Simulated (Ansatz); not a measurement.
Abridged Ansatz (a program for electronic structure) output:

```
Pseudopotential: Sb, paw, valence charge 15
Crystal: 1 atoms, lattice volume = 27.233 Å³
Basis set: ecut = 500 eV, 701 PW (Γ), exchange–correlation on 100×100×100 points (64 copies of the dense FFT grid, shifted against one another)
Bands: 12, of which v1, the nominal top of the filled ones, is band 8 counted from 1 (7 counted from 0)
Symmetry: 48 space group operations
k-points: 165 of 4913
Functional: x = r2scan, c = r2scan; τ floored in thin density (d = 2e-4 eV/Å³)
SCF iter   1: F=—  HF=-6498.717633 eV  |F-HF|=—  |Δ(HF+E_count)|=         —  Δρ=9.16e-3  dr2=2.70e-2  dr2_τ=1.48e-4  ethr=1.70e-4  ⟨swp⟩=1.2  Hψ=17139  notcnv=0
SCF iter   2: F=—  HF=-6498.719865 eV  |F-HF|=—  |Δ(HF+E_count)|=   2.23e-3  Δρ=6.35e-3  dr2=1.30e-2  dr2_τ=1.10e-4  ethr=1.70e-4  ⟨swp⟩=2.0  Hψ=2722  notcnv=0
SCF 1 converged in 8 iterations: F = -6498.722507 eV  dr2 = 1.54e-11
SCF converged after 8 iterations
Free energy (F): -6498.722507 eV
Internal energy: -6498.715968 eV  (E = F + TS)
E sigma→0 (E₀):  -6498.719238 eV
Entropy (-TS):   -0.006538 eV (-6.538 meV/atom)
Fermi energy:    11.731130 eV
--- Forces (eV/Å), atoms counted from 1 ---
  atom   1  Sb    -0.00000000     0.00000000     0.00000000
--- Stress (GPa, compression-positive) ---
       -0.001119       0.000000      -0.000000
        0.000000      -0.001119       0.000000
        0.000000      -0.000000      -0.001119
  P = ⅓ Tr σ = -0.0011 GPa (-0.011 kbar)
```

### Question
What was computed, and what are the main results?

### Answer
Sb, 1 atom in the cell, with DFT with r2SCAN, PAW potentials and a 500 eV plane-wave cutoff in Ansatz, no spin-orbit coupling, earlier PAW set. The last SCF converged to F = -6498.722507 eV, or -6498.7225 eV per atom, at a pressure of 0.00 GPa. The total energy compares only with runs of the same code, potentials and settings.

Stability against distortions was not tested. The cell was made from Ir by this change: Ir → Sb; the result is a model cell. This is not the structure that Sb has at room temperature and ambient pressure.
